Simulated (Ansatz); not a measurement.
# fcc Cu: the defect In on the Cu site (In_Cu)

Method: PBE, PAW (plane waves to 420 eV; Ansatz, a program for electronic structure). Set-up: 32-site cell; 6×6×6 shifted k-points; start: the Cu site; no spin–orbit coupling; no Hubbard U; finite-size errors of tenths of an eV; the relaxation kept the symmetry of the starting site.

Neighbours after relaxation, in Å: of the In atom: Cu 2.64, Cu 2.64, Cu 2.64, Cu 2.64, Cu 2.64, Cu 2.64, Cu 2.64, Cu 2.64 (the shell may go on).

Formation energies E_f are those of the neutral cell. Chemical conditions: host crystal and elements as references (Δμ(Cu) = 0.00 eV, Δμ(In) = 0.00 eV; In taken from its element, since no compound that bounds it was computed at this level; only phases computed here count, gases as isolated molecules at 0 K). Reference phases: Cu: fcc Cu, In: tetragonal indium.

```csv
charge,moment (μB),point group,largest move off a lattice site (Å),"E_f, host crystal and elements as references (eV)"
0,not spin-polarised,Oh,0.07,0.47
```

Point groups are those of the whole cell at tolerances of 0.03 and 0.1 Å ("near" where only the looser one holds); none is given for unsettled states.

All states together cost about 7 core-minutes (a rough figure).
